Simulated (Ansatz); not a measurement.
The starting structures come from a database of crystals and need not be the phases stable at ambient conditions.

 Where the default PAW files enter, the runs use the earlier of Ansatz's two default sets.

Tunnelling through a barrier is set by its complex band structure: the current falls as exp(−2κd) with the smallest κ.

Input:

```xyz
14
Lattice="5.6456 0.0000 0.0000 0.0000 6.5472 0.0000 2.4779 0.0000 5.0727" Properties=species:S:1:pos:R:3 pbc="T T T"
Na     4.0618     0.0000     2.5364
Na     4.0618     3.2736     2.5364
Hg     1.5283     1.6368     0.9543
Hg     6.5952     4.9104     4.1184
P      6.9925     1.6368     4.3665
P      1.1310     4.9104     0.7063
O      3.5369     4.9104     4.2344
O      4.5866     1.6368     0.8384
O      2.7664     1.6368     3.7533
O      5.3571     4.9104     1.3195
O      1.9939     6.1186     1.2451
O      6.1296     0.4286     3.8276
O      6.1296     2.8450     3.8276
O      1.9939     3.7022     1.2451
```

Space group of this cell: Cmcm. The cell is taken as given; by r2SCAN its mean pressure is -5.3 GPa.

Transport runs along the normal of the first two printed cell vectors.

The gap is the functional's own. No spin-orbit coupling. Mid-gap values are interpolated on the energy grid.

Problem. Compute, with r2SCAN in Ansatz (a program for electronic structure), the band gap and the smallest decay constant κ at mid-gap.

Solution. Gap 1.91 eV on a 6×6×6 mesh; κ = 0.354 1/Å, at the zone centre.
